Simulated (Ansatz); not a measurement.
Model: Si(111) 1x1 surface, 6 top atoms, 3 bilayers, bottom bilayer H-capped and fixed, every top atom capped by H; cell 11.5 x 6.6 Å; one H replaced by OH; about 7 Å thick over the host's atoms, 18 atoms held. Level of theory: PBE-D3(BJ) (plane waves to 420 eV, PAW; Ansatz, an electronic-structure program). k mesh 1 x 2 x 1. The slab states were run without spin polarisation. Results hold for this slab, coverage and mesh. No zero-point or entropy terms are included. Each state was relaxed from one prepared geometry.

One HF a cell is brought to Si(111):H with one OH. Relaxed result near the molecule:

| atom | x (Å) | y (Å) | z (Å) |
|---|---|---|---|
| Si(17) | 5.750 | 3.347 | 9.489 |
| H(30) | 3.809 | -0.001 | 11.012 |
| H(45) | 7.687 | 0.007 | 11.014 |
| O(47) | 5.747 | 3.282 | 11.196 |
| H(48) | 5.737 | 4.131 | 11.668 |
| F(a0) | 5.732 | 1.079 | 12.559 |
| H(a1) | 5.736 | 1.924 | 12.100 |

What is the adsorption energy against the free HF and the slab before, and how much of it is dispersion?

-0.49 eV (negative: bound); the D3 term gives -0.09 eV of it. Its closest contacts to the rest of the cell: H(a1)...O(47) 1.63 Å, H(a1)...H(48) 2.25 Å, F(a0)...O(47) 2.59 Å.
